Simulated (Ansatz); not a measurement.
Input and output of a relaxation of cell and atoms for Cr3Fe (I4/mmm, 4 atoms in the cell) (Ansatz, an electronic-structure program).

Level of theory: LDA (PW92), PAW files made with PBE (plane waves; Ansatz).

```
Cr3Fe
1.0
   -1.69307     1.69307     4.03606
    1.69307    -1.69307     4.03606
    1.69307     1.69307    -4.03606
Cr Fe
3 1
Direct
  0.50000   0.50000   0.00000
  0.75000   0.25000   0.50000
  0.25000   0.75000   0.50000
  0.00000   0.00000   0.00000
```
Moments meant for the start (each program seeds them in its own way; μB, in the order of the atoms Cr Cr Cr Fe): 0.0 0.0 0.0 4.0.

Reference input (self-consistent single point, DFT, LDA (PW92), plane waves, PAW files made with PBE): basis.ecutwfc = 420 eV; kpoints.mp_grid.grid = 6 6 6; hamiltonian.xc = lda; hamiltonian.pseudopotentials = {kind: paw} (the program's default PAW files); magnetization.spin_polarized = true; scf.occupations.method = fermi_dirac; scf.occupations.width = 0.1 eV. This run's input differs from it in these lines:

```diff
@@ -26,2 +26,4 @@
     width: 0.1
+relax:
+  cell: {}
 output:
```

The program printed (abridged):

```
   [... SCF lines of the steps left out ...]
relax step   1: F+E_penalty+E_count = -14388.12826728 eV  Δ(F+E_penalty+E_count) = +0.000e0 eV  max|allowed force component| = 8.240e-18 eV/Å  Δτ_max = 0.0000 Å  P = -18.134 GPa  Ω = 46.277 Å³  (20 SCF iters, dr2 threshold 1.00e-7 eV, accepted)
relax step   2: F+E_penalty+E_count = -14388.36449705 eV  Δ(F+E_penalty+E_count) = -2.362e-1 eV  max|allowed force component| = 1.084e-19 eV/Å  Δτ_max = 0.0000 Å  P = -2.747 GPa  Ω = 43.350 Å³  energy of the carried Pulay correction = +1.747e-3 eV  [...]
   [... lines left out ...]
relax step   7: F+E_penalty+E_count = -14388.40205899 eV  Δ(F+E_penalty+E_count) = -4.085e-5 eV  max|allowed force component| = 1.599e-18 eV/Å  Δτ_max = 0.0000 Å  P = +0.002 GPa  Ω = 42.848 Å³  energy of the carried Pulay correction = +2.144e-3 eV  [...]
relax step   8: F+E_penalty+E_count = -14388.40115961 eV  Δ(F+E_penalty+E_count) = +8.994e-4 eV  max|allowed force component| = 6.939e-18 eV/Å  Δτ_max = 0.0000 Å  P = -0.010 GPa  Ω = 42.848 Å³  stress off target by 3.99e-2 GPa  SCF on the basis [...]
basis re-selected at this cell: Δ(F+E_penalty+E_count) = +8.994e-4 eV, ΔP = -0.012 GPa vs the last step
the relaxation is at rest under the 16 symmetry operations that the run kept from its start: a minimum is not shown …
the relaxation's final electronic state is not compared with the one that a single-point calculation of its input finds at the relaxed geometry …
Magnetization: 0.0000 μB (29.0000 up, 29.0000 down)
   [... lines left out ...]
Absolute magnetization: 0.0000 μB (∫|ρ↑−ρ↓|, with the PAW one-centre terms)
Free energy (F): -14388.401160 eV
Fermi energy:    20.250906 eV
  cell:  # Å, volume = 42.8484 Å³
   [... lines left out ...]
    - [1.7139144711350205, -1.7139144711350205, 3.646667698565309]
    - [1.7139144711350205, 1.7139144711350205, -3.646667698565309]
  atoms:
    - { symbol: Cr, position: [0.5, 0.5, 5.19187809285444e-33] }
    - { symbol: Cr, position: [0.75, 0.25, 0.49999999999999994] }
    - { symbol: Cr, position: [0.25, 0.75, 0.49999999999999994] }
    - { symbol: Fe, position: [2.306387974340766e-34, 4.889291905736731e-33, 5.243420002684479e-33] }
```

The run converged.  The full log also holds: “iter 10 did not close the SCF: its close was put off for a magnetic moment that had not settled (scf_convergence_deferred on its scf_iter line)”.

Summary of the result:
Free energy E − TS (on the zero of these files): -14388.4012 eV
Fermi level (on the code's own zero): 20.25 eV
Pressure: -0.01 GPa
Size of the cell's spin moment: 0.00 μB
Final cell: a = b = c = 4.3787 Å, α = β = 133.91°, γ = 67.22°
Final volume per atom: 10.71 Å³
Relaxation steps: 8

The starting cell comes from a database of computed structures (which also holds hypothetical and non-ambient phases and stackings), without a prior relaxation at this level. The starting moments vanished: the run ended non-magnetic, which need not be the lowest state. The program warned that a starting moment was not kept. The relaxation keeps the symmetry of its start, so its end need not be a minimum. Ansatz's pressure includes its estimate of the finite-basis (Pulay) stress.

Cost on one core of a shared machine: roughly 90 s.

Keys are those of Ansatz 0.2.
